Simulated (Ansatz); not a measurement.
The parent structure is TiO2 (space group C2/m, No. 12; a cell from a computed database, its experimental status unchecked).

TiO₂ is taken in the monoclinic space group C2/m (No. 12), Pearson symbol mS24. Cell: a = 12.159 Å, b = 3.730 Å, c = 6.533 Å, α = 90.00°, β = 106.95°, γ = 90.00°. Ti1 on 4i has 1 O at 1.764 Å and 4 O at 1.905–2.007 Å and 1 O at 2.305 Å. Ti2 on 4i is surrounded by 4 O at 1.850–1.921 Å and 2 O at 2.118 Å. O1 on 4i sees 2 Ti at 1.853–1.905 Å and 1 Ti at 2.120 Å. O2 on 4i has 3 Ti at 1.921–2.007 Å. O3 on 4i is surrounded by 2 Ti at 1.764–1.850 Å. O4 on 4i has 2 Ti at 1.945 Å and 1 Ti at 2.118 Å and 1 Ti at 2.305 Å. (Neighbours: up to the widest gap in distance over summed covalent radii, below 1.35, at either atom; cation-cation and far metal-metal contacts left out.)
(The calculation used a cell of 12 atoms; values per cell refer to that cell.)

Calculations: plane-wave PAW DFT at the PBEsol level (Ansatz, an electronic-structure program, 420 eV), scalar-relativistic without spin-orbit coupling.

For the base:

Band gap: 2.81 eV
Smallest direct gap: 3.01 eV
Density: 3.74 g/cm³

Modification: cell and atoms relaxed at a pressure of 5 GPa.

Task: Estimate the effect on the band gap, smallest direct gap and density.

Result: The band gap grows by 0.07 eV (2.81 eV → 2.88 eV); the smallest direct gap rises by 0.08 eV to 3.09 eV; the density goes up by 0.093 g/cm³, from 3.74 g/cm³ to 3.84 g/cm³.

Load acts through the strain it causes; cell and atoms are relaxed under it. Stability against distortions was not tested. Competing high-pressure phases were not computed. The final runs are not spin-polarised. This is not the structure that TiO2 has at room temperature and ambient pressure.
